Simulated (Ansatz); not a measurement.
A hypothetical phase is included: elements placed on a structure type, which no database files for this compound.

By PBEsol, the system below comes out a metal.

A figure of merit of an interconnect metal is its ballistic conductance per area.

Given:

```
MgB2
1.0
    2.65233     0.00000     0.00000
    0.00000     2.65233     0.00000
    1.32616    -1.32616     4.13438
Mg B
1 2
Direct
  0.00000   0.00000   0.00000
  0.71617   0.28383   0.56766
  0.28383   0.71617   0.43234
```

The cell was relaxed by PBE-D3(BJ); by PBEsol it stands under a pressure of 2.3 GPa.

The current flows along the normal of the first two printed cell vectors, the (001) plane of the conventional cell. No spin-orbit coupling; the value is a mean over 0.1 eV about the Fermi level.

### Question
Estimate the ballistic conductance per area that PBEsol (Ansatz, an electronic-structure program) returns for this system.

### Answer
0.90 × 10¹⁵ S/m² for both spins.
